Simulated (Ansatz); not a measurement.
Input and output of a relaxation of the atoms for NbTc (Cmm2, 2 atoms in the cell) (Ansatz, a program for electronic structure).

Computed with LDA (PW92), default PAW files made with PBE (plane waves; Ansatz).

The change in words: one atom moved by 0.15 angstrom; relax: default → atoms; relax.f_tol: default → 0.02 eV/Å. Reference geometry:
```
CELL_PARAMETERS angstrom
      1.60130    -2.30988     0.00000
      1.60130     2.30988     0.00000
      0.00000     0.00000     4.43654
ATOMIC_POSITIONS crystal
  Nb 0.00000 0.00000 0.00000
  Tc 0.50000 0.50000 0.50000
```

Reference input (self-consistent single point, DFT, LDA (PW92), plane waves, default PAW files made with PBE): basis.ecutwfc = 500 eV; kpoints.mp_grid.grid = 12 12 8; hamiltonian.xc = lda; hamiltonian.pseudopotentials = {kind: paw} (the program's default PAW files); scf.occupations.method = gaussian; scf.occupations.width = 0.1 eV. This run's input differs from it in these lines:

```diff
@@ -6,3 +6,3 @@
   atoms:
-    - { symbol: Nb, position: [0.000000, 0.000000, 0.000000] }
+    - { symbol: Nb, position: [0.000000, 0.000000, 0.033810] }
     - { symbol: Tc, position: [0.500000, 0.500000, 0.500000] }
@@ -21,2 +21,4 @@
     width: 0.1 eV
+relax:
+  f_tol: 0.02
 output:
```

Log, with long lists cut:

```
   [... SCF lines of the steps left out ...]
relax step   1: F+E_penalty+E_count = -9723.95757483 eV  Δ(F+E_penalty+E_count) = +0.000e0 eV  max|allowed force component| = 1.136e0 eV/Å  Δτ_max = 0.0000 Å  (7 SCF iters, dr2 threshold 1.00e-5 eV, accepted)
relax step   2: F+E_penalty+E_count = -9724.03759435 eV  Δ(F+E_penalty+E_count) = -8.002e-2 eV  max|allowed force component| = 2.860e-1 eV/Å  Δτ_max = 0.0937 Å  (6 SCF iters, dr2 threshold 8.06e-5 eV, accepted)
relax step   3: F+E_penalty+E_count = -9724.04294852 eV  Δ(F+E_penalty+E_count) = -5.354e-3 eV  max|allowed force component| = 1.701e-3 eV/Å  Δτ_max = 0.0186 Å  (6 SCF iters, dr2 threshold 5.11e-6 eV, accepted)
relax step   4: F+E_penalty+E_count = -9724.04294852 eV  Δ(F+E_penalty+E_count) = -9.095e-11 eV  max|allowed force component| = 1.713e-3 eV/Å  Δτ_max = 0.0000 Å  (6 SCF iters, accepted)
the relaxation is at rest under the 4 symmetry operations that the run kept from its start: a minimum is not shown …
Stability not checked: this state was not tested for a lower state beside it, because too few of the mixer's solves of this state at the end of the SCF gave a …
Free energy (F): -9724.042949 eV
Internal energy: -9724.035250 eV  (E = F + TS)
E sigma→0 (E₀):  -9724.039099 eV
Entropy (-TS):   -0.007699 eV (-3.849 meV/atom)
Fermi energy:    19.521048 eV
--- Forces (eV/Å), atoms counted from 1 ---
  atom   1  Nb     0.00000000     0.00000000     0.00171307
   [... lines left out ...]
  The stress holds the Pulay correction. Without it, at fixed plane waves, as pw.x and ABINIT print it: P = -15.2003 GPa
--- Relaxed structure (4 steps of the walk, 4 accepted, 0 SCFs on fresh bases) ---
  F+E_penalty+E_count = -9724.04294852 eV   max|allowed force component| = 1.713e-3 eV/Å
  atoms:
    - { symbol: Nb, position: [0.0, 0.0, 0.01687979096227021] }
    - { symbol: Tc, position: [0.5, 0.5, 0.5169302090377298] }
```

The run converged.  The full log also holds: “iter 5 did not close the SCF: its close was put off for the readings that it lacked (scf_convergence_deferred on its scf_iter line)”. The full log also holds: “iter 5 did not close the SCF: its close was put off for the readings that it lacked (scf_convergence_deferred on its scf_iter line)”.

Summary of the result:
- Free energy E − TS (on the zero of these files) = -9724.0429 eV
- Fermi level (on the code's own zero) = 19.52 eV
- Pressure = -15.17 GPa
- Largest force (vector length) = 0.002 eV/Å
- Relaxation steps = 4

The starting cell comes from a database of computed structures (which also holds hypothetical and non-ambient phases and stackings), without a prior relaxation at this level. Its lattice was rescaled by up to half a per cent. For this run, on top of that: one atom moved by 0.15 angstrom. Spin polarisation is off. The relaxation keeps the symmetry of its start, so its end need not be a minimum. Ansatz's pressure includes its estimate of the finite-basis (Pulay) stress.

Cost on one core of a shared machine: roughly 40 s.

Keys are those of Ansatz 0.2.
